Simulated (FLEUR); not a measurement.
Input and output of a self-consistent single point for SnBi₃ (I4/mmm, 4 atoms in the cell) (FLEUR).

Method: LDA (Perdew-Zunger), all-electron FLAPW (FLEUR), scalar-relativistic valence run with FLEUR.

```
CELL_PARAMETERS angstrom
     -2.35058     2.35058     5.66404
      2.35058    -2.35058     5.66404
      2.35058     2.35058    -5.66404
ATOMIC_POSITIONS crystal
  Sn 0.00000 0.00000 0.00000
  Bi 0.50000 0.50000 0.00000
  Bi 0.25000 0.75000 0.50000
  Bi 0.75000 0.25000 0.50000
```

Reference input (self-consistent single point, DFT, PBEsol, all-electron FLAPW (FLEUR), scalar-relativistic valence): Kmax = 3.8 1/bohr; GmaxXC = 13.3 1/bohr; xcFunctional = PBEs; jspins = 1; l_soc = F; mode = hist; fermiSmearingEnergy = 0.00367493 Htr; mesh (inpgen div1-3) = 6 6 6; inpgen gamma flag = true; Gmax = 13.3 1/bohr; numbands = 0; maxIterBroyd = 25. This run's input differs from it in these lines:

```diff
@@ -16,3 +16,3 @@
 &comp jspins=1 /
-&exco xctyp='PBEs' /
+&exco xctyp='pz' /
 &kpt div1=6 div2=6 div3=6 gamma=t /
@@ -29,3 +29,3 @@
       <coreElectrons ctail="T" frcor="F" kcrel="0" coretail_lmax="0"/>
-      <xcFunctional name="PBEs" relativisticCorrections="F"/>
+      <xcFunctional name="pz" relativisticCorrections="F"/>
       <magnetism jspins="1"/>
```

Output (repeated stretches shortened):

```
 Iteration:     1   Distance:       5.28778213 me/bohr^3
 Iteration:     2   Distance:       4.94782590 me/bohr^3
 Iteration:     3   Distance:       1.16243139 me/bohr^3
 Iteration:     4   Distance:       0.42181074 me/bohr^3
 Iteration:     5   Distance:       0.33528014 me/bohr^3
   [... 7 lines left out ...]
 Iteration:    13   Distance:       0.00006734 me/bohr^3
 Iteration:    14   Distance:       0.00005623 me/bohr^3
 Iteration:    15   Distance:       0.00001641 me/bohr^3
 Iteration:    16   Distance:       0.00000570 me/bohr^3
 Run finished successfully
 Stop message:
   Structural relaxation: Done

[file out, last iteration]
             iter=     17
[...]
          total density-effective poten   -1.2599013814E+05
          total charge density-energy d   -1.3213373474E+03
 Updated energy parameters for spin:           1
[...]
 fermi energy and band-weighting factors:

[...]
FERMIE:
          first approx. to ef    (T=0)  :   0.285248 htr   (energy of the highest occ. eigenvalue)
          number of occ. states  (T=0)  :        889
          first approx. to seigv (T=0)  : -19.964818 htr
          sum of weights of occ. states :  29.509259
          sum of semicore charge        :   0.000000 e
FERHIS:  Fermi-Energy by histogram:
          bandgap                     :   0.000865 htr
   [... lines left out ...]
          charge neutrality (T=0)     :   0.018519    (zero if the highest occ. eigenvalue is "entirely" occupied)
     EF_NEWTON:  Adjust Fermi-Energy by Newton-Method.
 Direct bandgap for spin            1 :    1.7655673806933336E-003  Htr
 ---->    free energy=                    -70883.9881201542 htr
   [... lines left out ...]
 TOTAL FORCE FOR ATOM TYPE=  1  X=  0.000   Y=  0.000   Z=  0.000
                       FX_TOT= 0.000000 FY_TOT= 0.000000 FZ_TOT= 0.000000
 TOTAL FORCE FOR ATOM TYPE=  2  X=  0.000   Y=  0.000   Z= 10.703
                       FX_TOT= 0.000000 FY_TOT= 0.000000 FZ_TOT= 0.000000
 TOTAL FORCE FOR ATOM TYPE=  3  X=  0.000   Y=  4.442   Z= -5.352
                       FX_TOT= 0.000000 FY_TOT= 0.000000 FZ_TOT= 0.000000
 Structural relaxation: Done
```

The run converged in 16 iterations. FLEUR gives forces in its relaxation mode, with a further iteration, so its stop message speaks of a relaxation. 

The starting cell comes from a database of computed structures (which also holds hypothetical and non-ambient phases and stackings), without a prior relaxation at this level. Spin-orbit coupling is off. Values depend on the basis (sphere radii, cutoffs, local orbitals), which need not be converged. The log's line on a gap gives a spacing of levels on this mesh, which the program prints for metals too.

Cost on one core of a shared machine: roughly 6 min.
